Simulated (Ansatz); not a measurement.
# Hypothetical CdI2 type PbO2: response to strain

The reference is PbO2 in the CdI2 type structure (space group P-3m1, No. 164; a hypothetical phase, not in the database extracts checked; layered, stacked along the Cartesian z axis).

```
PbO2
1.0
    3.37158     0.00000     0.00000
   -1.68579     2.91987     0.00000
    0.00000     0.00000     4.36059
Pb O
1 2
Direct
  0.00000   0.00000   0.00000
  0.33333   0.66667   0.23758
  0.66667   0.33333   0.76242
```

Cartesian axes are those of the cell as printed.

Strains are applied to the cell and any free atomic positions relax; under biaxial strain the out-of-plane vector relaxes too.

Method: DFT with r2SCAN+rVV10, PAW potentials and a 500 eV plane-wave cutoff in Ansatz (a first-principles code), without spin-orbit coupling.

Notes on the quantities. band gap: an upper bound: an edge found on the path is not a true extremum; the base alone.

```tsv
variant	largest internal atomic displacement	volume per atom	band gap
base	–	14.31 Å³	0.52 eV
biaxial strain +4.95 %, plane normal [001], relaxed out of plane	–	14.82 Å³	zero
uniaxial strain ε_zz = −5.83 %	0.049 Å	13.48 Å³	0.22 eV
tensor shear ε_yz = +0.64 %	0.011 Å	14.31 Å³	0.50 eV
tensor shear ε_yz = +0.73 %	0.013 Å	14.31 Å³	0.50 eV
```

A case with no gap was solved on a k-mesh chosen for an insulator, which is coarse for it. With Pb present, leaving out spin-orbit coupling can change the band edges. No phonon test of stability was made. The final runs are not spin-polarised. The zero or small gap of PbO2 under biaxial strain +4.95 %, plane normal [001], relaxed out of plane and PbO2 under uniaxial strain ε_zz = −5.83 % can change with the level of theory.
